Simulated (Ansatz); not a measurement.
W: W → Pt

Take W in the fcc (Cu type) structure (space group Fm-3m, No. 225; a = 3.998 Å) as the base.

It is then changed as follows: Pt takes the place of W on all its sites; the structure is relaxed again.

All numbers come from plane-wave PAW DFT at the PBEsol level (Ansatz, a first-principles code, 420 eV), no spin-orbit coupling. k-mesh 20×20×20 (Γ-centred); smearing 0.05 eV (Fermi–Dirac).

```yaml
volume_per_atom: 15.04 Å³ (base 15.97 Å³)
lattice_parameter_a: 3.918 Å (base 3.998 Å)
shortest_interatomic_distance: 2.771 Å (base 2.827 Å)
band_gap: zero (base zero)
```

Whether these cells are dynamically stable was not tested. All final runs are without spin polarisation. This is not the structure that W has at room temperature and ambient pressure.
